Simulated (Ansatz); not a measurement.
L1₂ (Cu3Au-type) Pt₃Ti was calculated with PBE-D4 (PAW; Ansatz, a first-principles code).

Numerical settings: plane-wave cutoff 520 eV, 14×14×14 k mesh, Fermi–Dirac smearing 0.05 eV, no spin polarisation, scalar-relativistic PAW data made under PBE.

The volume scan:

| V (Å³/atom) | E − E_lowest (meV/atom) | P (GPa) |
|---|---|---|
| 14.101 | 48.58 | 18.41 |
| 14.401 | 20.69 | 11.52 |
| 14.701 | 4.95 | 5.41 |
| 15.001 | 0.00 | -0.01 |
| 15.301 | 4.60 | -4.81 |
| 15.601 | 17.67 | -9.06 |
| 15.901 | 38.23 | -12.82 |

### Question
Fit the third-order Birch–Murnaghan equation and give B0 and B′.

### Answer
V0 = 15.001 Å³/atom, B0 = 255 GPa, B′ = 5.0 (fit to the energies at full precision).

Measured, for comparison: equilibrium volume per atom 15.01 Å³/atom (temperature not stated, no zero-point or thermal correction; as tabulated in Molecular Dynamics Simulations of PtTi High-Temperature Shape Memory Alloys …). Computed (rounded) less measured: equilibrium volume per atom -0.1 %.

Spin–orbit coupling is not included.

Computed values are for the static lattice.
